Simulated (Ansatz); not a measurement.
The structure below was relaxed with Kohn–Sham DFT with the r2SCAN functional, run in Ansatz (a first-principles code) with PAW and 500 eV plane waves, without spin-orbit coupling, at pressure 15 GPa.

```xyz
2
Lattice="0.0000 2.1629 2.1629 2.1629 0.0000 2.1629 2.1629 2.1629 0.0000" Properties=species:S:1:pos:R:3 pbc="T T T"
F      0.0000     0.0000     0.0000
Na     2.1629     2.1629     2.1629
```

Question: Find the space group and the Wyckoff positions.

Answer: Space group Fm-3m (No. 225); a = b = c = 4.326 Å, α = β = γ = 90.00°

```tsv
atom	site	symmetry	x	y	z
F	4a	m-3m	0.0000	0.0000	0.0000
Na	4b	m-3m	0.5000	0.5000	0.5000
```

Question: Describe the coordination.

Answer: The crystal has 8 atoms in its conventional cell. Lattice parameters: a = 4.326 Å, b = 4.326 Å, c = 4.326 Å, α = 90.00°, β = 90.00°, γ = 90.00°. F is surrounded by 6 Na at 2.163 Å (octahedral). Na is surrounded by 6 F at 2.163 Å (octahedral). (Neighbours: up to the widest gap in distance over summed covalent radii, below 1.35, at either atom; cation-cation and far metal-metal contacts left out.)

Load acts through the strain it causes; cell and atoms are relaxed under it. No phonon test of stability was made. No other phases were tried under pressure. The cell was made from NaF in the rock salt structure (space group Fm-3m, No. 225) by this change: pressure 15 GPa.
